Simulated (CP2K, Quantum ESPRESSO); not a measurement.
## Pressure against volume in zinc-blende BeTe (space group 216) (CP2K, PBE)

```
BeTe
1.0
    3.91023     0.00000     0.00000
    1.95511     3.38636     0.00000
    1.95511     1.12878     3.19269
Be Te
1 1
Direct
  0.00000   0.00000   0.00000
  0.75000   0.75000   0.75000
```

Level of theory: PBE, GPW, DZVP-MOLOPT-SR-GTH basis, GTH-PBE potentials (GTH_POTENTIALS) in CP2K 2026.2. Settings: CUTOFF = 780 Ry; REL_CUTOFF = 60 Ry; SMEAR/METHOD = FERMI_DIRAC; ELECTRONIC_TEMPERATURE = 116.05 K; KPOINTS/SCHEME = MONKHORST-PACK 10 10 10; GAMMA_CENTERED = T; XC_FUNCTIONAL = PBE; Be/BASIS_SET = DZVP-MOLOPT-SR-GTH; Be/POTENTIAL = GTH-PBE-q4; Te/BASIS_SET = DZVP-MOLOPT-SR-GTH; Te/POTENTIAL = GTH-PBE-q6; METHOD = GPW; EPS_DEFAULT = 1e-10; NGRIDS = 5; SCF_GUESS = ATOMIC; EPS_SCF = 1e-06. The cell above is the first row's. The rows scale it uniformly. In all rows fractional positions and the k mesh are held.

```
V (Å^3/atom)  P (GPa)
------------  -------
21.138              ?
21.597           3.86
22.057           2.40
22.516           1.09
22.976          -0.10
23.435          -1.17
23.895          -2.15
24.354          -3.02
24.814          -3.82
```

Q: Fit P against V with a cubic, and predict the withheld value at V = 21.138.

A: With u = V - 23.2, the rows have u = -1.6030, -1.1430, -0.6840, -0.2240, 0.2350, 0.6950, 1.1540, 1.6140. Least squares gives P = -0.638 - 2.3386·u + 0.2593·u² - 0.01978·u³. Residuals (row less fit): 0.001, -0.003, 0.001, 0.001, 0.004, -0.005, 0.002, 0.000; standard error 0.004 (degrees of freedom: 4). The fitted pressure is zero at V0 = 22.94, where dP/dV = -2.480, so B0 = -V0·dP/dV = 56.9 GPa. At the withheld row, u = -2.0620, so P = -0.638 - 2.3386 × (-2.0620) + 0.2593 × (-2.0620)² - 0.01978 × (-2.0620)³ = 5.460 GPa. The calculation gives 5.47 GPa, 0.010 GPa above the prediction (0.1 % of the range of P in the table). The row lies outside the fitted rows, so this is an extrapolation. From the scatter of the fitted rows alone, a prediction at this place has a standard error of 0.010 GPa, so the miss is 1.0 times that.

Carrying the step between the two nearest rows on in a straight line would have given 5.32, off by 0.15; series whose last step already gives the withheld value aren't shown. The scan was laid around a cell of about the measured size, scaled by a guess for this functional. The runs keep the symmetry of the cell, so they don't test it for distortions. A plane-wave scan with the same functional (Quantum ESPRESSO, GBRV) gives V0 = 22.77 Å^3/atom and B0 = 56.9 GPa; a Birch-Murnaghan fit to all rows here lies 0.7 % from it in V0 and 0 % in B0; the two differ in basis, and may differ in potentials and mesh. Values carry the incompleteness of an atom-centred basis. Spin-orbit coupling is off. Cutoffs and mesh are single choices, not tested for convergence of this quantity. Series with a scatter that would blur these digits, or in which a gap closes, are not shown.
